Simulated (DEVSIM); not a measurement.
System: Ni/Si3N4/p-Ge capacitor, at 400 K.

```csv
layer (left to right),material,thickness (nm),Na (cm⁻³)
1,Si3N4,2.50,-
2,Ge,730,6.6e17
```

Metal gate on the left, work function 5.1 eV. Fixed charge at the semiconductor interface 1.8e12 cm⁻² (in units of +e); no interface traps.

Constants are typed, rounded textbook-type inputs, not results; the design itself was drawn at random and stands for no fabricated device. Values at 300 K; Nc and Nv go as T^1.5, mobilities as T to minus their exponent, the gap by Varshni's rule with the affinity fixed.

```
parameter         Si3N4        Ge
----------------  -----  --------
gap (eV)            5.1     0.664
affinity (eV)       2.1         4
permittivity        7.5        16
Nc (cm⁻³)             -   1.04e19
Nv (cm⁻³)             -      6e18
Varshni α (eV/K)      -  0.000477
Varshni β (K)         -       235
```

Simulated with DEVSIM: 1D Poisson equation in equilibrium, Boltzmann statistics, complete ionisation; no quantum confinement or tunnelling. Metal contacts follow the ideal Schottky-Mott rule: no Fermi-level pinning, no interface dipoles.

Tabulate band edges, carrier densities and field at 0.8 V on the gate.

Energies count from the Fermi level of the right contact; mesh points crowd at the junctions.

```
x (μm)     Ec (eV)  Ev (eV)  n (cm⁻³)  p (cm⁻³)  field (V/cm)
---------  -------  -------  --------  --------  ------------
0.000        2.200   -2.900     < 1e2     < 1e2        -54000
0.0007285    2.196   -2.904     < 1e2     < 1e2        -54000
0.001416     2.192   -2.908     < 1e2     < 1e2        -54000
0.002154     2.188   -2.912     < 1e2     < 1e2        -54000
0.003204     0.299   -0.325    2.7e15    7.4e14        170000
0.004768     0.325   -0.299    1.3e15    1.6e15        160000
0.007431     0.365   -0.259    4.0e14    5.1e15        140000
0.01505      0.452   -0.172    3.3e13    6.2e16         87000
0.02570      0.511   -0.113    5.9e12    3.4e17         30000
0.04609      0.532   -0.092    3.2e12    6.4e17          1800
0.08083      0.533   -0.091    3.1e12    6.6e17            11
0.1802       0.533   -0.091    3.1e12    6.6e17           ≈ 0
0.3191       0.533   -0.091    3.1e12    6.6e17           ≈ 0
0.4977       0.533   -0.091    3.1e12    6.6e17           ≈ 0
0.6252       0.533   -0.091    3.1e12    6.6e17           ≈ 0
0.6746       0.533   -0.091    3.1e12    6.6e17           ≈ 0
0.7004       0.533   -0.091    3.1e12    6.6e17           ≈ 0
0.7156       0.533   -0.091    3.1e12    6.6e17           ≈ 0
0.7254       0.533   -0.091    3.1e12    6.6e17           ≈ 0
0.7291       0.533   -0.091    3.1e12    6.6e17           ≈ 0
0.7312       0.533   -0.091    3.1e12    6.6e17           ≈ 0
0.7325       0.533   -0.091    3.1e12    6.6e17           ≈ 0
```
